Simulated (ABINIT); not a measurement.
Input and output of a band-structure calculation for K2Se (Fm-3m, 3 atoms in the cell) (ABINIT).

Method of the run: LDA (PW92), norm-conserving pseudopotentials (PseudoDojo nc-sr-04 LDA standard) (plane waves; ABINIT).

Input as run:

```
# K2Se, PseudoDojo nc-sr-04 LDA standard
pp_dirpath "./"
pseudos "K.upf, Se.upf"
acell 3*1.0 Angstrom
rprim
        -0.0000000000    3.8359550000    3.8359550000
         3.8359550000    0.0000000000    3.8359550000
         3.8359550000    3.8359550000   -0.0000000000
natom 3
ntypat 2
znucl 19 34
typat 1 1 2
xcart
         1.9179775000    1.9179775000    1.9179775000
         5.7539325000    5.7539325000    5.7539325000
         0.0000000000    0.0000000000    0.0000000000
      Angstrom
ecut 43
ixc 7
occopt 1
nband 21
kptopt 1
ngkpt 8 8 8
nshiftk 1
shiftk 0 0 0
nstep 60
toldfe1 1.0e-09
diemac 6
ndtset 2
prtden1 1
getden2 1
iscf2 -2
kptopt2 -9
ndivsm2 4
kptbounds2
       0.00000000  0.00000000  0.00000000  # G
       0.50000000  0.00000000  0.50000000  # X
       0.50000000  0.25000000  0.75000000  # W
       0.37500000  0.37500000  0.75000000  # K
       0.00000000  0.00000000  0.00000000  # G
       0.50000000  0.50000000  0.50000000  # L
       0.62500000  0.25000000  0.62500000  # U
       0.50000000  0.25000000  0.75000000  # W
       0.50000000  0.50000000  0.50000000  # L
       0.37500000  0.37500000  0.75000000  # K
nband2 25
nbdbuf2 2
tolwfr2 1.0e-12
prtwf 0
```

Output (repeated stretches shortened):

```
--- !BeginCycle
solver: {iscf: 7, nstep: 60, nline: 4, wfoptalg: 0, }
tolerances: {toldfe: 1.00E-09, }
...

     iter   Etot(hartree)      deltaE(h)  residm     vres2
 ETOT  1  -177.92659123482    -1.779E+02 1.898E+00 3.736E+02
 ETOT  2  -180.91633205897    -2.990E+00 4.123E-02 3.391E+03
 ETOT  3  -181.06049472853    -1.442E-01 3.544E-02 1.268E+03
 ETOT  4  -181.14601940089    -8.552E-02 1.356E-02 1.699E+00
 ETOT  5  -181.14494589080     1.074E-03 6.043E-03 2.127E+01
   [... 2 lines left out ...]
 ETOT  8  -181.14636394587    -2.130E-06 1.028E-03 1.450E-03
 ETOT  9  -181.14636404995    -1.041E-07 8.589E-04 2.653E-06
 ETOT 10  -181.14636405055    -5.937E-10 6.362E-04 5.678E-08
 ETOT 11  -181.14636405056    -1.694E-11 5.580E-04 4.277E-08
 At SCF step   11, etot is converged :
  for the second time, diff in etot=  1.694E-11 < toldfe=  1.000E-09

 Cartesian components of stress tensor (hartree/bohr^3)
  sigma(1 1)=  5.01307399E-05  sigma(3 2)=  0.00000000E+00
  sigma(2 2)=  5.01307399E-05  sigma(3 1)=  0.00000000E+00
  sigma(3 3)=  5.01307399E-05  sigma(2 1)=  0.00000000E+00

   [... lines left out ...]
 Fermi (or HOMO) energy (hartree) =   0.04019   Average Vxc (hartree)=  -0.28769
total_energy        : -1.81146364050562E+02
-Cartesian components of stress tensor (GPa)         [Pressure= -1.4749E+00 GPa]
 Unit cell volume ucvol=  7.6181078E+02 bohr^3
   [... lines left out ...]
   [... 6 lines left out ...]
 Non-SCF case, kpt   70 (  0.37500  0.37500  0.75000), residuals and eigenvalues=
  2.23E-13  5.16E-13  7.10E-13  5.02E-13  4.05E-13  8.91E-13  7.52E-13  9.29E-13
  6.25E-13  8.28E-13  4.29E-13  8.83E-13  5.55E-13  7.08E-13  7.59E-13  4.36E-13
  4.19E-13  9.72E-13  8.30E-13  8.82E-13  7.96E-13  8.62E-13  6.88E-13  1.51E-09
   [... 6 lines left out ...]

 scprqt:  WARNING -
  nstep=   60 was not enough non-SCF iterations to converge;
  maximum residual=  4.481E-08 exceeds tolwfr=  1.000E-12

 ----iterations are completed or convergence reached----

 reduced coordinates (array xred) for    3 atoms
       0.250000000000      0.250000000000      0.250000000000
       0.750000000000      0.750000000000      0.750000000000
       0.000000000000      0.000000000000      0.000000000000

 Calculation completed.
```

The run ended unconverged in one of its stages. 

The starting cell comes from a database of computed structures (which also holds hypothetical and non-ambient phases and stackings), without a prior relaxation at this level.
